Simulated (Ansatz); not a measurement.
For Ag3Sn (Pmmn, No. 59, 8 atoms in the cell; start mp-611), LDA (Ansatz, an electronic-structure program, plane waves, PAW) gives:

```
Property               Result
---------------  ------------
bulk modulus          115 GPa
cohesive energy  3.75 eV/atom
```

What does PBEsol in Ansatz (PAW) give for the same quantities?


- bulk modulus: 101 GPa (drops by 12 %)
- cohesive energy: 3.25 eV/atom (falls by 0.50 eV/atom)

Changes are worked out from the printed values.

Unless a cell is named, each level is at its own relaxed cell (LDA 17.51, PBEsol 18.17 Å³/atom).

Levels without +SOC leave out spin–orbit coupling, which shifts energies and cells of such heavy elements.

Caveats: the bulk modulus is −V dP/dV from two relaxed cells at ±2 % in volume (LDA, PBEsol); the relaxation could not lower the start's symmetry, so the cell can be a saddle point above a distorted one (LDA, PBEsol). Ansatz's density-functional and Hartree–Fock values are scalar-relativistic unless marked +SOC, with PAW data made under PBE.

A start named mp-… is a Materials Project structure, which need not be a measured phase.
